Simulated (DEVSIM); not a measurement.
System: Al/AlN/n-In0.53Ga0.47As capacitor, at 300 K.

```csv
layer (left to right),material,thickness (nm),Nd (cm⁻³)
1,AlN,8.30,-
2,In0.53Ga0.47As,4000,2e16
```

Metal gate on the left, work function 4.1 eV. Fixed charge at the semiconductor interface -3.3e11 cm⁻² (in units of +e); no interface traps.

The device is made up for the run: typed textbook-type constants, with dimensions and the other settings drawn at random. Values at 300 K; Nc and Nv go as T^1.5, mobilities as T to minus their exponent, the gap by Varshni's rule with the affinity fixed.

```
parameter         AlN  In0.53Ga0.47As
----------------  ---  --------------
gap (eV)          6.1            0.74
affinity (eV)     1.9            4.51
permittivity      8.5            13.9
Nc (cm⁻³)           -          2.1e17
Nv (cm⁻³)           -          7.7e18
Varshni α (eV/K)    -         0.00035
Varshni β (K)       -             190
```

DEVSIM, 1D Poisson equation in equilibrium, Boltzmann statistics, complete ionisation; no quantum confinement or tunnelling. Metal contacts follow the ideal Schottky-Mott rule: no Fermi-level pinning, no interface dipoles.

The temperature was swept, all else fixed.

| temperature (K) | minimum of the low-frequency capacitance (μF/cm²) | threshold voltage (band bending 2φF) (V) | flat-band voltage (V) |
|---|---|---|---|
| 250 | 0.0613 | -1.06 | -0.40 |
| 300 | 0.0665 | -1.01 | -0.41 |
| 350 | 0.0734 | -0.96 | -0.43 |
| 400 | 0.0831 | -0.90 | -0.45 |
| 450 | 0.0972 | -0.85 | -0.47 |
| 500 | 0.118 | -0.79 | -0.49 |

From the first row to the last the minimum of the low-frequency capacitance goes from 0.0613 to 0.118. From the first row to the last the threshold voltage (band bending 2φF) goes from -1.06 to -0.79.
